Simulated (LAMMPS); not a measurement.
MD of ZnSe (zinc blende) at zero pressure, 4096 atoms, as a liquid; each row is its own run.

All values are model results, not measurements: classical MD, pair style sw, file CdTeZnSeHgS0.sw, run in LAMMPS.

| T (K) | D(Zn) (cm²/s) |
|---|---|
| 1620 | 1.27e-5 |
| 1980 | 7.23e-5 |
| 2250 | 0.000131 |
| 2340 | 0.000151 |
| 2520 | 0.000192 |
| 2880 | 0.000293 |

### Question
Fit an Arrhenius law, ln y = a + b / x, to these rows (x is the first column, y the second) and predict the run at x = 1800.

### Answer
Least squares gives a = -3.9067 and b = -11610. The slope times kB gives an activation energy of 1.00 eV. At x = 1800 the fit predicts 3.17e-5 cm²/s. The run itself gave (4.50 ± 0.04) × 10^-5 cm²/s, so the fit is 30 % low.

Caution: the real compound melts congruently only under the pressure of its own vapour and loses its more volatile element when open.

Caution (rows 1620; 1800; 1980): this liquid lies under the melting point of about 2190 K that CdTeZnSeHgS0.sw gives, so it is undercooled.

Errors of D are the spread over four groups of atoms in one short run; a floor of about 5 %, a picked value, is safer.
